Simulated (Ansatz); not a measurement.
# CsCl-type ScCu

Calculation: r²SCAN in Ansatz (PAW).

Numerical settings: plane-wave cutoff 500 eV, 18×18×18 k mesh, Fermi–Dirac smearing 0.1 eV, no spin polarisation, scalar-relativistic PAW data made under PBE.

Cell: relaxed at this level.

For CsCl-type ScCu, the volume per atom comes out as 16.96 Å³/atom and the lattice parameter a is 3.237 Å. The band gap is zero (no gap).

It cost around 70 core-seconds (rough) of CPU time.

Ansatz is an electronic-structure program.
